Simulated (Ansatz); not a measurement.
System: MnN (F-43m, No. 216, 2 atoms in the cell; start mp-1009130). Method: PBEsol (PAW; Ansatz, an electronic-structure program).

Settings: plane-wave cutoff 520 eV, 22×22×22 k mesh, Fermi–Dirac smearing 0.05 eV, no spin polarisation, scalar-relativistic PAW data made under PBE.

Cell (relaxed with PBEsol):

```xyz
2
Lattice="0.0000 2.1013 2.1013 2.1013 0.0000 2.1013 2.1013 2.1013 0.0000" Properties=species:S:1:pos:R:3 pbc="T T T"
Mn     0.0000     0.0000     0.0000
N      3.1519     3.1519     3.1519
```

Problem. Estimate the band gap, smallest direct gap on the k points sampled and direct gap at Γ that the calculation returns.

Solution. 
- band gap = 0.00 eV (under three smearing widths, so not firm)
- smallest direct gap on the k points sampled = 0.39 eV
- direct gap at Γ = 4.26 eV

Note: the run has no spin polarisation, so it can have missed a magnetic state.

The computed numbers hold no vibrational or temperature effects.

Cost on a shared machine: around 10 core-seconds (rough).

A start named mp-… is a Materials Project structure, which need not be a measured phase.
